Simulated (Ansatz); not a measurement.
Partial pair distribution functions of a relaxed model of amorphous In₉Ga₉Zn₉O₃₇Ag₂, broadened by 0.06 Å; density 5.93 g/cm³. Computed with PBE, scalar-relativistic without spin-orbit coupling (plane waves to 420 eV, PAW; Ansatz, a quantum-chemistry and plane-wave program).

The cell was made by melting and quenching with the CHGNet potential and then relaxed with DFT. O atoms were pushed apart under 1.9 Å during the dynamics, to hinder bonds among them. The hot cell started wider than the set density and was brought back towards it in steps. It is the lowest in DFT energy of 2 quenches. It is a model cell: composition and starting density were chosen by hand, and all elements were melted together. No dispersion term was used. Its density started from a set value of 6.03 and ended at 5.93 g/cm³. The simulated quench (nominally 210 K/ps over its main leg) is rapid and tends to freeze in more defects than a deposited or slowly cooled glass has. Values belong to this one cell and scatter from quench to quench. Volume and shape were free in the relaxation.

```json
[
 {"r (Å)": "1.65", "g In-O": "0.00", "g Ga-O": "0.02", "g In-In": "0.00", "g Ga-Ga": "0.00"},
 {"r (Å)": "1.75", "g In-O": "0.00", "g Ga-O": "1.12", "g In-In": "0.00", "g Ga-Ga": "0.00"},
 {"r (Å)": "1.85", "g In-O": "0.00", "g Ga-O": "8.19", "g In-In": "0.00", "g Ga-Ga": "0.00"},
 {"r (Å)": "1.95", "g In-O": "0.39", "g Ga-O": "9.32", "g In-In": "0.00", "g Ga-Ga": "0.00"},
 {"r (Å)": "2.05", "g In-O": "3.66", "g Ga-O": "3.13", "g In-In": "0.00", "g Ga-Ga": "0.00"},
 {"r (Å)": "2.15", "g In-O": "7.36", "g Ga-O": "0.37", "g In-In": "0.00", "g Ga-Ga": "0.00"},
 {"r (Å)": "2.25", "g In-O": "5.84", "g Ga-O": "0.01", "g In-In": "0.00", "g Ga-Ga": "0.00"},
 {"r (Å)": "2.35", "g In-O": "2.20", "g Ga-O": "0.00", "g In-In": "0.00", "g Ga-Ga": "0.00"},
 {"r (Å)": "2.45", "g In-O": "0.68", "g Ga-O": "0.02", "g In-In": "0.00", "g Ga-Ga": "0.00"},
 {"r (Å)": "2.55", "g In-O": "0.40", "g Ga-O": "0.17", "g In-In": "0.00", "g Ga-Ga": "0.00"},
 {"r (Å)": "2.65", "g In-O": "0.15", "g Ga-O": "0.16", "g In-In": "0.00", "g Ga-Ga": "0.00"},
 {"r (Å)": "2.75", "g In-O": "0.20", "g Ga-O": "0.33", "g In-In": "0.00", "g Ga-Ga": "0.00"},
 {"r (Å)": "2.85", "g In-O": "0.27", "g Ga-O": "0.16", "g In-In": "0.00", "g Ga-Ga": "0.23"},
 {"r (Å)": "2.95", "g In-O": "0.15", "g Ga-O": "0.03", "g In-In": "0.00", "g Ga-Ga": "2.18"},
 {"r (Å)": "3.05", "g In-O": "0.10", "g Ga-O": "0.14", "g In-In": "0.00", "g Ga-Ga": "1.39"},
 {"r (Å)": "3.15", "g In-O": "0.02", "g Ga-O": "0.12", "g In-In": "0.26", "g Ga-Ga": "1.15"},
 {"r (Å)": "3.25", "g In-O": "0.23", "g Ga-O": "0.39", "g In-In": "1.87", "g Ga-Ga": "2.57"},
 {"r (Å)": "3.35", "g In-O": "0.55", "g Ga-O": "0.62", "g In-In": "3.54", "g Ga-Ga": "2.13"},
 {"r (Å)": "3.45", "g In-O": "0.77", "g Ga-O": "0.69", "g In-In": "1.75", "g Ga-Ga": "1.58"},
 {"r (Å)": "3.55", "g In-O": "0.49", "g Ga-O": "0.60", "g In-In": "0.30", "g Ga-Ga": "1.14"},
 {"r (Å)": "3.65", "g In-O": "0.49", "g Ga-O": "0.55", "g In-In": "1.65", "g Ga-Ga": "0.37"},
 {"r (Å)": "3.75", "g In-O": "0.83", "g Ga-O": "1.22", "g In-In": "2.26", "g Ga-Ga": "0.01"},
 {"r (Å)": "3.85", "g In-O": "1.05", "g Ga-O": "1.54", "g In-In": "2.59", "g Ga-Ga": "0.00"},
 {"r (Å)": "3.95", "g In-O": "0.91", "g Ga-O": "1.23", "g In-In": "2.00", "g Ga-Ga": "0.17"},
 {"r (Å)": "4.05", "g In-O": "1.02", "g Ga-O": "1.24", "g In-In": "1.77", "g Ga-Ga": "0.69"},
 {"r (Å)": "4.15", "g In-O": "1.41", "g Ga-O": "1.38", "g In-In": "1.58", "g Ga-Ga": "0.56"},
 {"r (Å)": "4.25", "g In-O": "1.77", "g Ga-O": "1.32", "g In-In": "0.23", "g Ga-Ga": "1.19"},
 {"r (Å)": "4.35", "g In-O": "1.96", "g Ga-O": "1.58", "g In-In": "0.53", "g Ga-Ga": "0.84"},
 {"r (Å)": "4.45", "g In-O": "0.95", "g Ga-O": "1.38", "g In-In": "0.28", "g Ga-Ga": "0.30"},
 {"r (Å)": "4.55", "g In-O": "1.05", "g Ga-O": "1.28", "g In-In": "0.01", "g Ga-Ga": "0.01"},
 {"r (Å)": "4.65", "g In-O": "1.05", "g Ga-O": "1.47", "g In-In": "0.00", "g Ga-Ga": "0.01"}
]
```

Within 2.66 Å each In has 5.44 O neighbours on average.
